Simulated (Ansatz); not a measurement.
## KF: biaxial strain +2.50 %, plane normal [001], relaxed out of plane

Base system: KF in the rock salt structure (space group Fm-3m, No. 225; a = 5.3068 Å). Axes: x, y, z lie along the cube axes.

Perturbation: biaxial strain +2.50 %, plane normal [001], relaxed out of plane (Cartesian); in-plane vectors clamped, the third vector and the atoms free.

Computed with PBEsol in Ansatz (plane waves to 420 eV, PAW, no SOC). k-mesh 11×11×11 (Γ-centred); smearing 0.05 eV (Fermi–Dirac).

* **Space group**: I4/mmm (No. 139) (base Fm-3m (No. 225))
* **Shortest interatomic distance**: 4.963 bohr (base 5.014 bohr)
* **Energy relative to the base (free energy F)**: +5.1 meV/atom
* **Pressure (mean of the normal stresses, compression positive)**: -1.08 GPa (base -0.01 GPa)
* **Band gap**: 5.92 eV (base 6.15 eV)
* **Gap character**: direct at Γ (base direct at Γ)
* **Electron mass**: 0.57 mₑ out of plane, 0.53 mₑ in plane (at Γ) (base 0.54 mₑ (at Γ))
* **Valence-band top at Γ (three highest levels, from the VBM)**: 0.00, -0.05, -0.05 eV (base 0.00, 0.00, 0.00 eV)
* **Out-of-plane strain**: -1.02 %
* **Ratio −ε⊥/ε∥**: 0.41
* **Mean in-plane stress (compression positive)**: -1.6 GPa

Final structure (turned so that z lies along the plane normal):

```yaml
crystal:
  lattice:
    - [3.84627, 0.00000, 0.00000]
    - [0.00000, 3.84627, 0.00000]
    - [1.92313, -1.92313, 2.62635]
  atoms:
    - { symbol: K, position: [0.00000, 0.00000, 0.00000] }
    - { symbol: F, position: [0.50000, 0.50000, 0.00000] }
```

Effective masses come from finite differences of ±0.01 Å⁻¹. Whether these cells are dynamically stable was not tested. k-point labels follow each cell's own Brillouin zone.

Ansatz is a program for electronic structure.
